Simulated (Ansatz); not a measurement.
Data:

```xyz
2
Lattice="0.0000 2.7195 2.7195 2.7195 0.0000 2.7195 2.7195 2.7195 0.0000" Properties=species:S:1:pos:R:3 pbc="T T T"
P      4.0792     4.0792     4.0792
Ga     0.0000     0.0000     0.0000
```

A single point on GaP, its geometry relaxed with PBEsol.

All numbers come from DFT with PBEsol, PAW potentials and a 420 eV plane-wave cutoff in Ansatz (an electronic-structure program), noncollinear with spin-orbit coupling, earlier PAW set. Settings: 11×11×11 k-points, 0.05 eV Fermi–Dirac smearing.

Problem. What valence-band top at Γ (three highest Kramers pairs, from the VBM) does the calculation give?

Solution. 0.00, 0.00, -0.09 eV.

Problem. What is the computed gap character?

Solution. Indirect, Γ → Γ–X (87 % along).

Problem. What pressure does the calculation give?

Solution. -0.02 GPa.

Problem. What is the computed band gap?

Solution. 1.43 eV.

Single points use the geometry relaxed with PBEsol. No phonon test of stability was made. The cell is GaP in the zinc blende structure (space group F-43m, No. 216).
